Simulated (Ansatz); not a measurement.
Abridged Ansatz (a first-principles code) output:

```
Relaxation: its limit of steps is 50 (relax.max_steps)
Pseudopotential: Pd, paw, valence charge 18
Crystal: 1 atoms, lattice volume = 14.169 Å³
Basis set: ecut = 420 eV, 283 PW (Γ), exchange–correlation on 40×40×40 points (8 copies of the dense FFT grid, shifted against one another)
Bands: 13, of which v1, the nominal top of the filled ones, is band 9 counted from 1 (8 counted from 0)
Symmetry: 8 space group operations
k-points: 3375 of 24389
Functional: x = slater, c = lda
SCF iter   1: F=—  HF=-6844.619968 eV  |F-HF|=—  |Δ(HF+E_count)|=         —  Δρ=1.17e-2  dr2=1.45e-2  ethr=1.77e-3  ⟨swp⟩=5.0  Hψ=256555  notcnv=0
SCF iter   2: F=—  HF=-6844.616095 eV  |F-HF|=—  |Δ(HF+E_count)|=   3.87e-3  Δρ=3.72e-3  dr2=9.00e-4  ethr=8.06e-5  ⟨swp⟩=1.0  Hψ=70895  notcnv=0
SCF 1 converged in 7 iterations: F = -6844.615821 eV  dr2 = 1.34e-11
relax step   1: F+E_penalty+E_count = -6844.61582085 eV  Δ(F+E_penalty+E_count) = +0.000e0 eV  max|allowed force component| = 0.000e0 eV/Å  Δτ_max = 0.0000 Å  (7 SCF iters, accepted)
SCF converged after 7 iterations
Free energy (F): -6844.615821 eV
Internal energy: -6844.555819 eV  (E = F + TS)
E sigma→0 (E₀):  -6844.585820 eV
Entropy (-TS):   -0.060002 eV (-60.002 meV/atom)
Fermi energy:    20.588496 eV
--- Forces (eV/Å), atoms counted from 1 ---
  atom   1  Pd     0.00000000     0.00000000     0.00000000
--- Stress (GPa, compression-positive) ---
        0.203470      -2.115224       0.000000
       -2.115224       0.203470      -0.000000
        0.000000      -0.000000      -0.051621
  P = ⅓ Tr σ = 0.1184 GPa (1.184 kbar)
--- Relaxed structure (1 steps of the walk, 1 accepted, 0 SCFs on fresh bases) ---
  atoms:
    - { symbol: Pd, position: [0.0, 0.0, 0.0] }
```

Q: What was computed, and what are the main results?

A: Pd, 1 atom in the cell, with Kohn–Sham DFT with the LDA functional, run in Ansatz with PAW and 420 eV plane waves, scalar-relativistic without spin-orbit coupling. The last SCF converged to F = -6844.615821 eV, or -6844.6158 eV per atom, at a pressure of 0.12 GPa. The total energy compares only with runs of the same code, potentials and settings.

The cells carry an imposed strain or load. Whether these cells are dynamically stable was not tested. All final runs are without spin polarisation. The cell was made from Pd in the fcc (Cu type) structure (space group Fm-3m, No. 225) by this change: tensor shear ε_xy = +1.14 %.

Keys are those of Ansatz 0.2.
